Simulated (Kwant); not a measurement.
System: circular cavity between two wires in a GaN two-dimensional gas. Effective mass 0.22 mₑ, grid spacing 5 nm, hard walls, nominal width 60 nm (11 grid rows, so walls 60 nm apart), one parabolic valley, scattering region 540 nm long along x; energies count from the band bottom; Fermi energy swept from 0.00037983 to 0.0056974 eV. Cavity of radius 120 nm, straight part 0 nm, centre moved sideways by 48 nm.

Constants are typed, rounded textbook-type inputs, not results; the design itself was drawn at random and stands for no fabricated device.

Kwant, effective-mass tight-binding model on a square grid, one spin, coherent transport at 0 K. Conductance is in e²/h.

Q: How many channels do the leads carry at E = 2.52, 4.71, 5.38 meV?

A: The hard-wall thresholds are n² ħ²π²/(2mW²) = n² × 0.475 meV with W = 60 nm. √(2.52/0.475) = 2.31, so 2. √(4.71/0.475) = 3.15, so 3. √(5.38/0.475) = 3.37, so 3.
